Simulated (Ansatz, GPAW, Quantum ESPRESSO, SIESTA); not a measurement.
Y2Ni2Sn (Immm, 5 atoms in the cell) computed with different codes at matched settings

Self-consistent single point.

```yaml
crystal:
  lattice:
    - [-2.13574, 2.79784, 4.14642]
    - [2.13574, -2.79784, 4.14642]
    - [2.13574, 2.79784, -4.14642]
  atoms:
    - { symbol: Y, position: [0.70322, 0.20322, 0.50000] }
    - { symbol: Y, position: [0.29678, 0.79678, 0.50000] }
    - { symbol: Ni, position: [0.71180, 0.50000, 0.21180] }
    - { symbol: Ni, position: [0.28820, 0.50000, 0.78820] }
    - { symbol: Sn, position: [0.00000, 0.00000, 0.00000] }
```

All programs got the same cell, k-point mesh and kind of occupations (in Ansatz's words: kpoints.mp_grid.grid = 5 5 5; scf.occupations.method = fermi_dirac; scf.occupations.width = 0.01 Ry); potentials, basis and cutoffs are each program's usual ones.

```json
[
 {"code": "SIESTA", "model": "GGA PBEsol, numerical atomic orbitals DZP, PseudoDojo PBEsol standard norm-conserving potentials (rewritten from UPF to PSML)", "pressure (GPa)": "-3.22", "largest force (eV/Å)": "0.098", "k-points": "63", "cutoff": "grid 300 Ry"},
 {"code": "Ansatz", "model": "PBEsol, PAW files made with PBE", "pressure (GPa)": "-2.63", "largest force (eV/Å)": "0.013", "k-points": "27", "cutoff": "30.9 Ry"},
 {"code": "GPAW", "model": "PBEsol, GPAW PAW datasets PBEsol (made by gpaw-setup)", "pressure (GPa)": "-2.66", "largest force (eV/Å)": "0.044", "k-points": "27", "cutoff": "850 eV"},
 {"code": "Quantum ESPRESSO", "model": "PBEsol, GBRV 1.5 ultrasoft (PBESOL) pseudopotentials", "pressure (GPa)": "-3.25", "largest force (eV/Å)": "0.012", "k-points": "27", "cutoff": "50 Ry"}
]
```

Size of the force on each atom (eV/Å): Sizes of forces hide their directions.

```tsv
code	Y1	Y2	Ni3	Ni4	Sn5
SIESTA	0.008	0.008	0.098	0.098	0.000
Ansatz	0.009	0.009	0.013	0.013	0.000
GPAW	0.003	0.003	0.044	0.044	0.000
Quantum ESPRESSO	0.012	0.012	0.009	0.009	0.000
```

The spread over the programs that give each value: pressure within 0.62 GPa; largest force within 0.086 eV/Å.

The starting cell comes from a database of computed structures (which also holds hypothetical and non-ambient phases and stackings), without a prior relaxation at this level. On Ansatz's run: Spin polarisation is off.

Q: Why do the programs differ, and what cannot be compared?

A: Differences of this kind can come from the potentials, where these differ, and from what each basis and cutoff leave unconverged. The valence holds different numbers of electrons (SIESTA 72, Ansatz (a quantum-chemistry and plane-wave program) 72, GPAW 68, Quantum ESPRESSO 72). The zero of total energies and Fermi levels follows the potentials and each program's conventions, so they are not compared here. SIESTA uses small atom-centred bases, whose incompleteness enters pressures, forces and empty levels differently from a plane-wave cutoff. Ansatz's pressure is given at a fixed set of plane waves, as the other plane-wave codes print theirs. Ansatz's smearing width was typed in Ry to four decimals, so it matches the others to a few per cent. The programs reduce the same mesh by symmetry to different extents, which changes the work and not the result. In the force vectors, SIESTA (by 0.111) lies more than 0.08 eV/Å from the median of the plane-wave programs.

Left out of this page: ABINIT (stopped by limits of time or memory); Elk and FLEUR (not drawn, or without a comparable value).

Keys are those of Ansatz 0.2.
